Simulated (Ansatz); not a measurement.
Surface energy of faces of hcp Be in PBE and in RPBE, in Ansatz (plane waves, PAW). Symmetric slabs relaxed with PBE from ideal cuts in 1x1 cells (the lowest computed cut and spin start of each face; real faces may reconstruct in larger cells); RPBE values are single points on them, with the bulk at the same level. No spin-orbit coupling, no U.

| face | PBE (J/m²) | RPBE (J/m²) |
|---|---|---|
| (0001) | 1.82 | 1.64 |
| (10-10) | 1.92 | 1.79 |
| (10-11) | 1.89 | 1.74 |
| (10-12) | 2.27 | 2.10 |
| (10-13) | 2.49 | 2.34 |
| (11-20) | 2.11 | ? |
| (11-21) | 2.47 | 2.31 |
| (11-22) | 2.47 | 2.33 |
| (11-23) | 2.63 | 2.48 |

**Question.** Fit a straight line y = a·x + b by least squares to the 8 complete rows (x: PBE (J/m²); y: RPBE (J/m²)).

**Answer.** the means are x̄ = 2.2450 and ȳ = 2.0913; Σ(x − x̄)² = 0.72240 and Σ(x − x̄)(y − ȳ) = 0.72815, so a = 1.008 and b = ȳ − a·x̄ = -0.172. The largest residual is 0.026.

**Question.** What does the line predict for the withheld row, (11-20), and what did the calculation give?

**Answer.** the line gives 1.96; the calculation gave 1.96, a miss of 0.00, of the size of the fitted rows' scatter and rounding.

Ansatz is a quantum-chemistry and plane-wave program.
